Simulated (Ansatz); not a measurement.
Consider GaN in the wurtzite structure (space group P6_3mc, No. 186; a = 3.1826 Å, c = 5.1853 Å).

The change: cell and atoms relaxed at a pressure of 30 GPa.

Levels (all Ansatz, a program for electronic structure, PAW): PBEsol (420 eV, no SOC); r2SCAN (500 eV, no spin-orbit coupling); HSE06 (420 eV, no spin-orbit coupling).

At the geometry relaxed with PBEsol, these levels gave the following band gaps, in shuffled order: (a) 4.11 eV, (b) 2.67 eV, (c) 3.19 eV.

Q: Match each gap to its level.

A: (a) HSE06; (b) PBEsol; (c) r2SCAN.

Single points use the geometry relaxed with PBEsol. Load acts through the strain it causes; cell and atoms are relaxed under it. Whether these cells are dynamically stable was not tested. Tetrahedral semiconductors of this kind turn to denser phases somewhere between about 1 and 50 GPa; those were not computed, so compressed cells here can lie past the real transition.
